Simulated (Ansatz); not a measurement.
Consider ZnS in the wurtzite structure (space group P6_3mc, No. 186).

```
ZnS
1.0
    3.80610     0.00000     0.00000
   -1.90305     3.29618     0.00000
    0.00000     0.00000     6.24474
Zn S
2 2
Direct
  0.66667   0.33333   0.99975
  0.33333   0.66667   0.49975
  0.66667   0.33333   0.62545
  0.33333   0.66667   0.12545
```

Cartesian axes are those of the cell as printed.

The values are results of Kohn–Sham DFT with the r2SCAN functional, run in Ansatz (a quantum-chemistry and plane-wave program) with PAW and 500 eV plane waves, no spin-orbit coupling, not measurements.

The change: tensor shear ε_xy = +3.10 % (engineering shear γ = 0.0620); the atoms relax in the strained cell.

Q: Predict the stress tensor and what it implies for the stiffness.

A: Stress of the strained cell less that of the base (GPa, compression positive):
```
  -0.11   -2.12    0.00
  -2.12    0.17    0.00
   0.00    0.00   -0.08
```

Then −Δσ/γ with γ = 2ε = 0.0620 gives secant stiffness values (nonlinear terms included at this strain): C66 ≈ 34 GPa.

As a check, the harmonic strain energy −½ V₀ Δσ:ε is 8.0 meV/atom; the computed energy rise is 8.1 meV/atom.

Whether these cells are dynamically stable was not tested.
